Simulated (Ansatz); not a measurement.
# Input and output of a self-consistent single point for In2Ni3Se2 (R3m, 7 atoms in the cell) (Ansatz)

Method of the run: LDA (PW92), default PAW files made with PBE (plane waves; Ansatz, a quantum-chemistry and plane-wave program).

This input was run:

Ansatz 0.2 input:
```yaml
crystal:
  lattice:
    - [2.72363500, 1.57249100, 4.74104400]
    - [-2.72363500, 1.57249100, 4.74104400]
    - [0.00000000, -3.14498400, 4.74104400]
  atoms:
    - { symbol: In, position_ang: [-0.00000000, -0.00000001, 0.04999431] }
    - { symbol: In, position_ang: [0.00000000, -0.00000100, 7.11156600] }
    - { symbol: Ni, position_ang: [0.00000000, -1.57249200, 2.37052200] }
    - { symbol: Ni, position_ang: [1.36181750, 0.78624550, 2.37052200] }
    - { symbol: Ni, position_ang: [-1.36181750, 0.78624550, 2.37052200] }
    - { symbol: Se, position_ang: [-0.00000000, -0.00000057, 4.02215950] }
    - { symbol: Se, position_ang: [0.00000000, -0.00000143, 10.20097250] }
basis:
  ecutwfc: 420.0
kpoints:
  mp_grid: { grid: [6, 6, 6] }
hamiltonian:
  xc: lda
  pseudopotentials: { kind: paw }
scf:
  occupations: { method: fermi_dirac, width: 0.1 }
output:
  forces: true
  eigenvalues: true
  stress: true
```

The program printed (abridged):

```
WARN ansatz: RAYON_NUM_THREADS=1 ignored (pool sized by the plan → 1); use --threads N
Pseudopotentials: kind: paw
Pseudopotential: In, paw, valence charge 13
Pseudopotential: Ni, paw, valence charge 18
Pseudopotential: Se, paw, valence charge 16
Crystal: 7 atoms, lattice volume = 121.832 Å³
Basis set: ecut = 420 eV, 2355 PW (Γ)
Bands: 68, of which v1, the nominal top of the filled ones, is band 56 counted from 1 (55 counted from 0)
Symmetry: 6 space group operations
Space group: R3m (ITA 160), of the structure as read, at distance tolerance 5.0e-5 Å
k-points: 32 of 216 (time reversal used)
PAW frozen core: In, regenerated for the run's functional, and the local potential with it
PAW frozen core: Ni, regenerated for the run's functional, and the local potential with it
PAW frozen core: Se, regenerated for the run's functional, and the local potential with it
Initial density: superposition of atomic densities (neutral atoms: chi_scale 0, normalization atom), corrected by the library's trained network
Initial wavefunctions: pseudopotential atomic-orbital guess
Eigensolver: davidson
Functional: x = slater, c = lda
SCF iter   1: F=—  HF=-39003.422028 eV  |F-HF|=—  |Δ(HF+E_count)|=         —  Δρ=1.83e-2  dr2=2.33e-1  ethr=1.77e-3  ⟨swp⟩=5.8  Hψ=7809  notcnv=0  defer=41
all-band conjugate gradients solve this SCF's bands
preconditioner: auto → Kerker (q_TF=auto, 2.690 Å⁻¹)
SCF iter   2: F=—  HF=-39003.388616 eV  |F-HF|=—  |Δ(HF+E_count)|=   3.34e-2  Δρ=5.41e-3  dr2=2.35e-2  ethr=2.08e-4  ⟨swp⟩=2.9  Hψ=4017  notcnv=0  defer=95
SCF iter   3: F=—  HF=-39003.384551 eV  |F-HF|=—  |Δ(HF+E_count)|=   4.06e-3  Δρ=1.46e-3  dr2=3.27e-3  ethr=2.10e-5  ⟨swp⟩=1.0  Hψ=2076  notcnv=0  defer=95
SCF iter   4: F=—  HF=-39003.383693 eV  |F-HF|=—  |Δ(HF+E_count)|=   8.57e-4  Δρ=4.50e-4  dr2=4.25e-4  ethr=2.92e-6  ⟨swp⟩=2.1  Hψ=2719  notcnv=0  defer=95
SCF iter   5: F=—  HF=-39003.383579 eV  |F-HF|=—  |Δ(HF+E_count)|=   1.14e-4  Δρ=1.62e-4  dr2=6.71e-5  ethr=3.79e-7  ⟨swp⟩=2.6  Hψ=3662  notcnv=0  defer=95
SCF iter   6: F=—  HF=-39003.383567 eV  |F-HF|=—  |Δ(HF+E_count)|=   1.18e-5  Δρ=4.72e-5  dr2=3.17e-6  ethr=5.99e-8  ⟨swp⟩=2.0  Hψ=3484  notcnv=0  defer=95
SCF iter   7: F=—  HF=-39003.383565 eV  |F-HF|=—  |Δ(HF+E_count)|=   2.01e-6  Δρ=2.27e-5  dr2=1.09e-6  ethr=2.83e-9  ⟨swp⟩=2.0  Hψ=3532  notcnv=0  defer=95
SCF iter   8: F=—  HF=-39003.383565 eV  |F-HF|=—  |Δ(HF+E_count)|=   2.70e-7  Δρ=8.46e-6  dr2=1.54e-7  ethr=9.77e-10  ⟨swp⟩=2.0  Hψ=3256  notcnv=0  defer=95
SCF iter   9: F=-39003.383565 eV  HF=-39003.383565 eV  |F-HF|=3.59e-8  |Δ(HF+E_count)|=   1.76e-8  Δρ=4.39e-6  dr2=4.15e-8  ethr=8.93e-11  ⟨swp⟩=9.1  Hψ=9734  notcnv=0
SCF 1 converged in 9 iterations: F = -39003.383565 eV  dr2 = 4.15e-8
SCF converged after 9 iterations
Free energy (F): -39003.383565 eV
Harris-Foulkes:  -39003.383565 eV  (|F-HF|=3.59e-8)
Internal energy: -39003.253439 eV  (E = F + TS)
E sigma→0 (E₀):  -39003.318502 eV
Entropy (-TS):   -0.130126 eV (-18.589 meV/atom)
Fermi energy:    12.761114 eV
--- Per-component energies (eV) ---
  E_band       = -1757.419381
  E_kinetic    = 1581.325199
  E_local      = -20151.217481  (includes V_loc(G=0)·N_el)
  E_nonlocal   = 1494.057281
  E_hartree    = 8914.195566
  E_xc         = -888.649040
  E_vxc        = -728.488526  (∫ρ·V_xc dr)
  E_paw        = -16387.597866  (= ΣΔE_a)
  E_vpaw       = -1781.462283  (= ΣTr[D̂ρ^β])
  E_aug_tail   = 0.000209  (compensation charges beyond the density's cutoff)
  E_ewald      = -13571.673465
  E_core_change = 6.306159  (= ΣΔE_core)
  E_smearing   = -0.130126  (= −TS)
  E_closure    = -0.000000  (closes the sum)
  Σ components = -39003.383565   (vs F -39003.383565, Δ=0.00e0)
--- Forces (eV/Å), atoms counted from 1 ---
  atom   1  In    -0.00000000     0.00000001    -0.16276036
  atom   2  In     0.00000000    -0.00000000     0.01299656
  atom   3  Ni     0.00000000    -0.01599652     0.03673345
  atom   4  Ni     0.01385339     0.00799826     0.03673345
  atom   5  Ni    -0.01385339     0.00799826     0.03673345
  atom   6  Se     0.00000000     0.00000003    -0.39563449
  atom   7  Se     0.00000000    -0.00000003     0.43519889
  max |Σ_I F_I| component: 9.46e-7 eV/Å
--- Stress (GPa, compression-positive) ---
       -7.003371       0.000000      -0.000000
        0.000000      -7.003371       0.000000
        0.000000       0.000000      -7.012193
  P = ⅓ Tr σ = -7.0063 GPa (-70.063 kbar)
  The stress holds the Pulay correction. Without it, at fixed plane waves, as pw.x and ABINIT print it: P = -7.0618 GPa
--- Band table (eV; the first three rows and the last of 32) ---
  k-point 0: bands = ["-89.5350", "-89.5298", "-89.5298", "-50.7099", "-50.6808", "-50.6808", "-50.2409", "-50.2344", "-50.2344", "-50.2082", "-50.2057", "-50.2057", "-35.6806", "-35.6806", "-35.6694", "-35.6694", "-35.6665", "-35.6665", "-35.6604", [...]
  k-point 1: bands = ["-89.5347", "-89.5301", "-89.5298", "-50.7081", "-50.6824", "-50.6807", "-50.2394", "-50.2338", "-50.2326", "-50.2096", "-50.2081", "-50.2061", "-35.6806", "-35.6806", "-35.6694", "-35.6694", "-35.6666", "-35.6666", "-35.6604", [...]
  k-point 2: bands = ["-89.5339", "-89.5309", "-89.5298", "-50.7036", "-50.6867", "-50.6807", "-50.2371", "-50.2303", "-50.2278", "-50.2143", "-50.2143", "-50.2063", "-35.6806", "-35.6806", "-35.6693", "-35.6693", "-35.6667", "-35.6667", "-35.6604", [...]
  k-point 31: bands = ["-89.5350", "-89.5298", "-89.5298", "-50.7099", "-50.6808", "-50.6808", "-50.2410", "-50.2344", "-50.2344", "-50.2082", "-50.2058", "-50.2058", "-35.6805", "-35.6805", "-35.6692", "-35.6692", "-35.6668", "-35.6668", [...]
```

The run converged in 9 iterations.

The starting cell comes from a database of computed structures (which also holds hypothetical and non-ambient phases and stackings), without a prior relaxation at this level. Its lattice was rescaled by up to half a per cent. One atom was moved a little off its site on purpose. Spin polarisation is off, so a magnetic state, if there is one, cannot be reached. With a pressure of about -7 GPa the cell is away from its equilibrium volume at this level. Ansatz's pressure includes its estimate of the finite-basis (Pulay) stress.
